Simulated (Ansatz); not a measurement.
Results of PBE-D4 (plane waves, PAW; Ansatz, a quantum-chemistry and plane-wave program) for zinc-blende BeS.

Run with plane-wave cutoff 520 eV, 12×12×12 k mesh, Fermi–Dirac smearing 0.01 eV, scalar-relativistic PAW data made under PBE.

The cell is scaled about its equilibrium volume:

```csv
V (Å³/atom),P (GPa),direct gap at Γ (eV),smallest gap on the k mesh (eV)
13.219,6.92,5.605,2.926
13.500,4.39,5.620,2.980
13.781,2.10,5.634,3.030
14.062,0.01,5.645,3.078
14.344,-1.88,5.654,3.123
14.625,-3.60,5.661,3.165
14.906,-5.17,5.518,3.204
```

The fundamental gap (3.08 eV at the equilibrium volume, with added k points) lies elsewhere than Γ–Γ.
